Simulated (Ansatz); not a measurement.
Where the default PAW files enter, the runs use the earlier of Ansatz's two default sets.

Input:

```xyz
8
Lattice="3.0757 0.0000 0.0000 -1.5378 2.6636 0.0000 0.0000 0.0000 10.0707" Properties=species:S:1:pos:R:3 pbc="T T T"
Si     1.5378     0.8879     9.4447
Si     0.0000     1.7757     4.4093
Si     0.0000     0.0000     6.9275
Si     0.0000     0.0000     1.8922
C      1.5378     0.8879     7.5510
C      0.0000     1.7757     2.5156
C      0.0000     0.0000     5.0400
C      0.0000     0.0000     0.0046
```

Space group of this cell: P6_3mc. The cell is taken as given.

The current runs along the normal of the first two printed vectors, the (001) plane. All runs by Ansatz (an electronic-structure program), plane waves and PAW, without spin-orbit coupling; the base is r2SCAN.

```tsv
run	mean pressure (GPa)	gap (eV)	mid-gap κ (1/Å)
base	0.5	2.60	0.238
all lengths scaled by 0.98	16.1	___	___
all lengths scaled by 1.02	-11.7	___	___
lda in place of r2scan	-3.8	2.18	0.225
lengths across the current scaled by 0.98, ions clamped	10.7	2.51	0.236
lengths across the current scaled by 1.02, ions clamped	-7.9	2.61	0.241
lengths along the current scaled by 0.97, ions clamped	8.1	2.59	0.252
lengths along the current scaled by 1.03, ions clamped	-5.6	2.44	0.222
pbesol in place of r2scan	0.5	___	0.222
```

Task: Fill in the missing entries.

Result: 
- all lengths scaled by 0.98, gap (eV): 2.62
- all lengths scaled by 0.98, mid-gap κ (1/Å): 0.245
- all lengths scaled by 1.02, gap (eV): 2.57
- all lengths scaled by 1.02, mid-gap κ (1/Å): 0.229
- pbesol in place of r2scan, gap (eV): 2.12
